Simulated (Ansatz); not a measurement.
Cost and result by functional for the surface energy of the (20-21) surface of hcp Sc in its 1x1 cell, outermost plane spacing 0.23 Å in the ideal cut, in Ansatz (plane waves, PAW). Single points on the PBE structure, on one kind of machine; costs are rough ratios of the slab run's core time (references not counted) to the cheapest single point. r2SCAN's cost holds its higher cutoff (500 against 420 eV). Differences are taken against r2SCAN for comparison alone: no measured value is at hand, so the table doesn't rank accuracy.

Model: 16-atom slab, 9.9 Å thick at the start (thin: gaps and levels are the slab's own), 11x4x1 mesh, Fermi-Dirac 0.1 eV, dipole correction, all atoms relaxed; held to the part of the start's symmetry that mesh and held atoms allow; no spin, no spin-orbit, no U. These notes are the PBE run's.

| functional | relative cost | surface energy (J/m²) | less r2SCAN (J/m²) |
|---|---|---|---|
| LDA | 1 | 1.37 | 0.04 |
| RPBE | 1 | 1.15 | -0.18 |
| PBEsol | 1 | 1.33 | 0.01 |
| r2SCAN | 2 | 1.32 | 0.00 |
| PBE (the relaxed run's value) | – | 1.23 | -0.09 |

The values span 0.22 J/m², while the single points' costs differ by a factor of roughly 2. Differences are of unrounded values.

Ansatz is an electronic-structure program.
